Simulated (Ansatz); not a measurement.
Defect migration in fcc Cu: Zr-vacancy pair (Zr on one host Cu site, one Cu site vacant), neutral cell. The step: one Cu atom jumps into the vacancy from a nearby Cu site (Zr-vacancy distance between ideal sites 2.57 → 3.63 Å); the atom moves 2.44 Å along (0.00, -0.45, 0.50) of the unit cell; the moving atom starts with neighbours 2 Cu at 2.53, Cu at 2.53, 2 Cu at 2.57, 3 Cu at 2.60, 2 Cu at 2.61, Cu at 2.65; Zr at 3.26 Å and ends with Cu at 2.49, 2 Cu at 2.51, 2 Cu at 2.55, 3 Cu at 2.61, 2 Cu at 2.67; Zr at 2.64 Å. DFT values are from Ansatz (plane-wave PAW, 420 eV unless said) in a cell of 32 host sites, spin-restricted, static, with no finite-size correction. Forms of the defect that were not tried may lie lower. For the PBE band: the saddle point's order was not checked, and it lies on a symmetry element of the cell, where a band can be held.

```
Level                                                                           Forward barrier (eV)  Cost of the band or of the saddle's single point
------------------------------------------------------------------------------  --------------------  ------------------------------------------------
CHGNet universal potential (has no charge state), its own band                                  0.70                                                 -
PBE, a 3×3×3 k-point mesh shifted by half a step, band relaxed                                  0.84             about 2.4 core-hours (a rough figure)
PBE, a 5×5×5 k-point mesh shifted by half a step, same geometries                               0.85                           roughly 28 core-minutes
r2SCAN at 500 eV, a 3×3×3 k-point mesh shifted by half a step, same geometries                   [?]                           roughly 16 core-minutes
```

Task: Fill in the missing entries.

Result: 
- r2SCAN at 500 eV, a 3×3×3 k-point mesh shifted by half a step, same geometries, Forward barrier (eV): 0.86

Ansatz is an electronic-structure program.
